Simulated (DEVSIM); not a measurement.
Structure: Mo/AlN/p-Si capacitor, at 300 K.

```csv
layer (left to right),material,thickness (nm),Na (cm⁻³)
1,AlN,22.0,-
2,Si,15000,1.5e15
```

Metal gate on the left, work function 4.6 eV. Fixed charge at the semiconductor interface 8.2e10 cm⁻² (in units of +e); no interface traps.

This is a model device: material constants are rounded textbook-type values typed into the input, and sizes, dopings and lifetimes were drawn at random. Values at 300 K.

```csv
parameter,AlN,Si
gap (eV),6.1,1.124
affinity (eV),1.9,4.05
permittivity,8.5,11.7
Nc (cm⁻³),-,2.86e19
Nv (cm⁻³),-,3.1e19
```

Simulated with DEVSIM: 1D Poisson equation in equilibrium, Boltzmann statistics, complete ionisation; no quantum confinement or tunnelling. Metal contacts follow the ideal Schottky-Mott rule: no Fermi-level pinning, no interface dipoles.

Q: Tabulate band edges, carrier densities and field at 0.1 V on the gate.

A: Energies count from the Fermi level of the right contact; mesh points crowd at the junctions.

| x (μm) | Ec (eV) | Ev (eV) | n (cm⁻³) | p (cm⁻³) | field (V/cm) |
|---|---|---|---|---|---|
| 0.000 | 2.600 | -3.500 | < 1e2 | < 1e2 | 1000 |
| 0.001829 | 2.600 | -3.500 | < 1e2 | < 1e2 | 1000 |
| 0.006228 | 2.601 | -3.499 | < 1e2 | < 1e2 | 1000 |
| 0.01475 | 2.602 | -3.498 | < 1e2 | < 1e2 | 1000 |
| 0.02067 | 2.602 | -3.498 | < 1e2 | < 1e2 | 1000 |
| 0.02221 | 0.453 | -0.671 | 7.1e11 | 1.6e8 | 13000 |
| 0.02451 | 0.456 | -0.668 | 6.3e11 | 1.8e8 | 13000 |
| 0.03462 | 0.469 | -0.655 | 3.8e11 | 3.1e8 | 13000 |
| 0.05766 | 0.499 | -0.625 | 1.2e11 | 9.7e8 | 13000 |
| 0.1192 | 0.572 | -0.552 | 7.0e9 | 1.6e10 | 11000 |
| 0.2838 | 0.725 | -0.399 | 1.9e7 | 6.0e12 | 7400 |
| 1.007 | 0.867 | -0.257 | 79000 | 1.5e15 | 35 |
| 2.657 | 0.867 | -0.257 | 77000 | 1.5e15 | ≈ 0 |
| 7.065 | 0.867 | -0.257 | 77000 | 1.5e15 | ≈ 0 |
| 12.81 | 0.867 | -0.257 | 77000 | 1.5e15 | ≈ 0 |
| 14.20 | 0.867 | -0.257 | 77000 | 1.5e15 | ≈ 0 |
| 14.71 | 0.867 | -0.257 | 77000 | 1.5e15 | ≈ 0 |
| 14.91 | 0.867 | -0.257 | 77000 | 1.5e15 | ≈ 0 |
| 14.99 | 0.867 | -0.257 | 77000 | 1.5e15 | ≈ 0 |
| 15.01 | 0.867 | -0.257 | 77000 | 1.5e15 | ≈ 0 |
| 15.02 | 0.867 | -0.257 | 77000 | 1.5e15 | ≈ 0 |
| 15.02 | 0.867 | -0.257 | 77000 | 1.5e15 | ≈ 0 |
